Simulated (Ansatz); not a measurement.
**CH3 on the 1x1 (0001) surface of hcp Ru, one in a 2x2 cell, started at the site 'hollow Ru-Ru-Ru'**

These are r2SCAN, at the PBE geometry (plane waves to 500 eV, PAW; Ansatz, a first-principles code) values and carry that method's errors.

Model: 20-atom slab, 6.3 Å thick at the start under the adsorbate (thin: gaps and levels are the slab's own), 6x6x1 mesh, Fermi-Dirac 0.1 eV, dipole correction, single point; on the structure that PBE left under its start's symmetry; no spin, no spin-orbit, no U, no dispersion correction. At the end it is bonded to 3 Ru. In PBE it is, or lies within 0.03 eV of, the lowest of the starts that converged; the order may differ at this level.

```json
{
 "adsorption energy against CH4(g) − ½ H2(g) at the same level": "0.19 eV",
 "work_function_of_the_top_face": "3.73 eV",
 "change_of_the_work_function": "-1.27 eV",
 "change_of_the_step_from_the_bottom_to_the_top_vacuum_level_against_the_clean_slab": "-1.24 eV",
 "height of the binding atom over the mean of the host atoms within 0.3 Å of the top one": "1.718 Å",
 "nearest_host_atoms_of_the_binding_atom": "Ru at 2.30 Å, Ru at 2.30 Å, Ru at 2.30 Å",
 "cost": "about 3 core-minutes (a rough figure)"
}
```

A negative adsorption energy means that the adsorbate is more stable on the surface than in its reference.
